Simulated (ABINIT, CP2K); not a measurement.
A CP2K input for a self-consistent single point of CsCaH₃ (Pm-3m, 5 atoms in the cell) (DFT PBEsol, GPW, DZVP-MOLOPT-SR-GTH basis, GTH-PBE potentials (GTH_POTENTIALS)):

```
&GLOBAL
  PROJECT run
  RUN_TYPE ENERGY_FORCE
  PRINT_LEVEL LOW
&END GLOBAL
&FORCE_EVAL
  METHOD Quickstep
  STRESS_TENSOR ANALYTICAL
  &DFT
    BASIS_SET_FILE_NAME BASIS_MOLOPT
    POTENTIAL_FILE_NAME GTH_POTENTIALS
    &QS
      METHOD GPW
      EPS_DEFAULT 1E-11
    &END QS
    &MGRID
      CUTOFF 500
      REL_CUTOFF 50
      NGRIDS 5
    &END MGRID
    &SCF
      SCF_GUESS ATOMIC
      EPS_SCF 1E-6
      MAX_SCF 100
      ADDED_MOS 5
      &DIAGONALIZATION
        ALGORITHM STANDARD
      &END DIAGONALIZATION
      &MIXING
        METHOD BROYDEN_MIXING
        ALPHA 0.3
        NBUFFER 8
        BETA 1.5
      &END MIXING
      &SMEAR ON
        METHOD FERMI_DIRAC
        ELECTRONIC_TEMPERATURE [K] 116.05
      &END SMEAR
    &END SCF
    &KPOINTS
      SCHEME MONKHORST-PACK 6 6 6
      GAMMA_CENTERED T
    &END KPOINTS
    &XC
      &XC_FUNCTIONAL
        &PBE
          PARAMETRIZATION PBESOL
        &END PBE
      &END XC_FUNCTIONAL
    &END XC
    &PRINT
      &MO
        EIGENVALUES T
        OCCUPATION_NUMBERS T
        NDIGITS 8
        FILENAME mo
        &EACH
          QS_SCF 0
        &END EACH
        ADD_LAST NUMERIC
      &END MO
      &MULLIKEN OFF
      &END MULLIKEN
    &END PRINT
  &END DFT
  &SUBSYS
    &CELL
      A 4.62119000 0.00000000 0.00000000
      B 0.00000000 4.62119000 0.00000000
      C 0.00000000 0.00000000 4.62119000
      PERIODIC XYZ
    &END CELL
    &COORD
      SCALED
      Cs       0.00000000     0.00000000     0.00000000
      Ca       0.50000000     0.50000000     0.50000000
      H        0.50000000     0.00000000     0.50000000
      H        0.00000000     0.50000000     0.50000000
      H        0.50000000     0.50000000     0.00000000
    &END COORD
    &KIND Cs
      BASIS_SET DZVP-MOLOPT-SR-GTH-q9
      POTENTIAL GTH-PBE-q9
    &END KIND
    &KIND Ca
      BASIS_SET DZVP-MOLOPT-SR-GTH-q10
      POTENTIAL GTH-PBE-q10
    &END KIND
    &KIND H
      BASIS_SET DZVP-MOLOPT-SR-GTH-q1
      POTENTIAL GTH-PBE-q1
    &END KIND
  &END SUBSYS
  &PRINT
    &FORCES ON
    &END FORCES
    &STRESS_TENSOR ON
    &END STRESS_TENSOR
  &END PRINT
&END FORCE_EVAL
```

Problem. Translate this input to ABINIT.

Solution. This is the input that was run; spellings and numerical settings could be chosen otherwise.

```
# CsCaH3, JTH v2.0 PBE PAW
pp_dirpath "./"
pseudos "Cs.GGA_PBE-JTH.xml, Ca.GGA_PBE-JTH.xml, H.GGA_PBE-JTH.xml"
acell 3*1.0 Angstrom
rprim
         4.6211900000    0.0000000000    0.0000000000
         0.0000000000    4.6211900000    0.0000000000
         0.0000000000    0.0000000000    4.6211900000
natom 5
ntypat 3
znucl 55 20 1
typat 1 2 3 3 3
xred
         0.0000000000    0.0000000000    0.0000000000
         0.5000000000    0.5000000000    0.5000000000
         0.5000000000    0.0000000000    0.5000000000
         0.0000000000    0.5000000000    0.5000000000
         0.5000000000    0.5000000000    0.0000000000
ecut 30
pawecutdg 60
ixc -116133
occopt 3
tsmear 0.00036749
nband 16
kptopt 1
ngkpt 6 6 6
nshiftk 1
shiftk 0 0 0
nstep 80
toldfe 1.0e-09
prtwf 0
prtden 0
prtvol 1
```

Basis, cutoffs, solver keys and any potentials are the target program's own. This input uses DFT, PBEsol, plane waves, PAW (JTH v2.0 PBE PAW, files made for PBE).

The starting cell comes from a database of computed structures (which also holds hypothetical and non-ambient phases and stackings), without a prior relaxation at this level.
